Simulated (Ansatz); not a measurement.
Defect calculation: Y_Ti in rock-salt TiN

These are PBE, PAW (plane waves to 420 eV; Ansatz, a program for electronic structure) values and carry that method's errors. Cell and caveats: 64-site cell; 4×4×4 shifted k-points; start: the Ti site; no Hubbard U; finite-size errors of tenths of an eV; the relaxation kept the symmetry of the starting site.

Neighbours after relaxation, in Å: of the Y atom: N 2.23, N 2.23, N 2.23, N 2.23, N 2.23, N 2.23.

Formation energies E_f are those of the neutral cell. Chemical conditions: N-rich (Δμ(Ti) = -3.43 eV, Δμ(Y) = -3.40 eV, bounded by YN (Fm-3m); only phases computed here count, gases as isolated molecules at 0 K). Reference phases: Ti: hcp Ti, Y: hcp Y.

```json
[
 {"charge": "0", "moment (μB)": "not spin-polarised", "point group": "Oh", "largest move off a lattice site (Å)": "0.10", "E_f, N-rich (eV)": "1.64"}
]
```

Point groups are those of the whole cell at tolerances of 0.03 and 0.1 Å ("near" where only the looser one holds); none is given for unsettled states.

All states together cost around 6 core-minutes (rough).
